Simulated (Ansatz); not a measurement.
Consider MoTe$_{2}$ in the 2H-MoS2 type structure (space group P6_3/mmc, No. 194; a = 3.542 Å, c = 14.182 Å; layered, stacked along the Cartesian z axis).

The values are results of r2SCAN+rVV10/PAW in Ansatz (an electronic-structure program), no SOC, earlier PAW set, not measurements.

Before the change:

* **Band gap**: 0.87 eV
* **Gap character**: indirect, Γ → K–Γ (40 % along)

It is then changed as follows: the cell is scaled by 0.9577 in all directions; the atoms relax in the strained cell.

Q: What does the calculation give for the band gap, gap character and largest internal atomic displacement after the change?

A: The band gap falls by 0.20 eV (0.87 eV → 0.67 eV); the gap character changes from indirect, Γ → K–Γ (40 % along) to indirect, M → K–Γ (44 % along); the largest internal atomic displacement is 0.115 Å.

Spin-orbit coupling, missing from the scalar runs, can matter with Te. No phonon test of stability was made.
